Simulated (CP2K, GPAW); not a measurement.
A CP2K input for a self-consistent single point of ZnS (P6_3mc, 8 atoms in the cell) (DFT PBE, GPW, DZVP-MOLOPT-SR-GTH basis, GTH-PBE potentials (GTH_POTENTIALS)):

```
&GLOBAL
  PROJECT calc
  RUN_TYPE ENERGY_FORCE
  PRINT_LEVEL LOW
&END GLOBAL
&FORCE_EVAL
  METHOD Quickstep
  STRESS_TENSOR ANALYTICAL
  &DFT
    BASIS_SET_FILE_NAME BASIS_MOLOPT
    POTENTIAL_FILE_NAME GTH_POTENTIALS
    &QS
      METHOD GPW
      EPS_DEFAULT 1E-10
    &END QS
    &MGRID
      CUTOFF 600
      REL_CUTOFF 60
      NGRIDS 5
    &END MGRID
    &SCF
      SCF_GUESS ATOMIC
      EPS_SCF 1E-7
      MAX_SCF 100
      ADDED_MOS 12
      &DIAGONALIZATION
        ALGORITHM STANDARD
      &END DIAGONALIZATION
      &MIXING
        METHOD BROYDEN_MIXING
        ALPHA 0.2
        NBUFFER 12
        BETA 1
      &END MIXING
      &SMEAR ON
        METHOD FERMI_DIRAC
        ELECTRONIC_TEMPERATURE [K] 232.09
      &END SMEAR
    &END SCF
    &KPOINTS
      SCHEME MACDONALD 8 8 3 0.0625 0.0625 0
    &END KPOINTS
    &XC
      &XC_FUNCTIONAL PBE
      &END XC_FUNCTIONAL
    &END XC
    &PRINT
      &MO
        EIGENVALUES T
        OCCUPATION_NUMBERS T
        NDIGITS 8
        FILENAME mo
        &EACH
          QS_SCF 0
        &END EACH
        ADD_LAST NUMERIC
      &END MO
      &MULLIKEN OFF
      &END MULLIKEN
    &END PRINT
  &END DFT
  &SUBSYS
    &CELL
      A 3.72172500 0.00000000 0.00000000
      B -1.86086300 3.22310800 0.00000000
      C 0.00000000 0.00000000 12.16743500
      PERIODIC XYZ
    &END CELL
    &COORD
      SCALED
      Zn       0.66666700     0.33333300     0.74993000
      Zn       0.33333300     0.66666700     0.24993000
      Zn       0.00000000     0.00000000     0.50000000
      Zn       0.00000000     0.00000000     0.00000000
      S        0.66666700     0.33333300     0.93773000
      S        0.33333300     0.66666700     0.43773000
      S        0.00000000     0.00000000     0.68734000
      S        0.00000000     0.00000000     0.18734000
    &END COORD
    &KIND Zn
      BASIS_SET DZVP-MOLOPT-SR-GTH-q12
      POTENTIAL GTH-PBE-q12
    &END KIND
    &KIND S
      BASIS_SET DZVP-MOLOPT-SR-GTH-q6
      POTENTIAL GTH-PBE-q6
    &END KIND
  &END SUBSYS
  &PRINT
    &FORCES ON
    &END FORCES
    &STRESS_TENSOR ON
    &END STRESS_TENSOR
  &END PRINT
&END FORCE_EVAL
```

Task: Write the same calculation as an input for GPAW.

Result: This is the input that was run; spellings and numerical settings could be chosen otherwise.

```python
from ase import Atoms
from ase.units import GPa
from gpaw import GPAW

atoms = Atoms(['Zn', 'Zn', 'Zn', 'Zn', 'S', 'S', 'S', 'S'],
              cell=[[3.721725, 0.000000, 0.000000],
                    [-1.860863, 3.223108, 0.000000],
                    [0.000000, 0.000000, 12.167435]],
              scaled_positions=[[0.666667, 0.333333, 0.749930],
                                [0.333333, 0.666667, 0.249930],
                                [0.000000, 0.000000, 0.500000],
                                [0.000000, 0.000000, 0.000000],
                                [0.666667, 0.333333, 0.937730],
                                [0.333333, 0.666667, 0.437730],
                                [0.000000, 0.000000, 0.687340],
                                [0.000000, 0.000000, 0.187340]],
              pbc=True)

calc = GPAW(mode={'name': 'pw', 'ecut': 850},
            xc='PBE',
            kpts={'size': (8, 8, 3), 'gamma': True},
            occupations={'name': 'fermi-dirac', 'width': 0.02},
            nbands=-4,
            convergence={'bands': -2},
            symmetry={'symmorphic': False, 'tolerance': 0.0005},
            maxiter=100,
            txt='-')

atoms.calc = calc

energy = atoms.get_potential_energy()
print('Energy (eV):', round(energy, 6))
forces = atoms.get_forces()
print('Forces (eV/Ang):')
print(forces.round(5))
stress = atoms.get_stress()
print('Stress (GPa, Voigt):', (stress / GPa).round(4))
```

Basis settings and potentials, where a program has them, do not carry over. This input uses DFT PBE, plane waves, GPAW PAW datasets PBE (gpaw-data 1.0.1).

The starting cell comes from a database of computed structures (which also holds hypothetical and non-ambient phases and stackings), without a prior relaxation at this level. Its lattice was rescaled by a random factor within 2.5 % of one.
